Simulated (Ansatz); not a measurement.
Results of r²SCAN (Ansatz, an electronic-structure program, plane waves, PAW) for ZrGeO (model structure, started from the ZrSiS type, P4/nmm, No. 129, 6 atoms in the cell).

Settings: plane-wave cutoff 560 eV, 16×16×8 k mesh (along the axes of the cell as run), Fermi–Dirac smearing 0.05 eV, scalar-relativistic PAW data made under PBE.

Cell (relaxed at this level):

```xyz
6
Lattice="3.4029 0.0000 0.0000 0.0000 3.4029 0.0000 0.0000 0.0000 7.2822" Properties=species:S:1:pos:R:3 pbc="T T T"
Zr     0.0000     1.7014     4.9983
Zr     1.7014     0.0000     2.2839
Ge     0.0000     0.0000     0.0000
Ge     1.7014     1.7014     0.0000
O      1.7014     0.0000     4.4235
O      0.0000     1.7014     2.8587
```

### Question
Estimate the bulk modulus that the calculation returns.

### Answer

- bulk modulus = 158 GPa

The run finds no gap.

Note: the bulk modulus is −V dP/dV from two relaxed cells at ±2 % in volume; the relaxation could raise the start's symmetry but not lower it, so the cell can be a saddle point.

A model structure was made by putting elements into a prototype or built by hand; it is no filed structure, need not be a known phase, and can be a saddle point held by its symmetry.
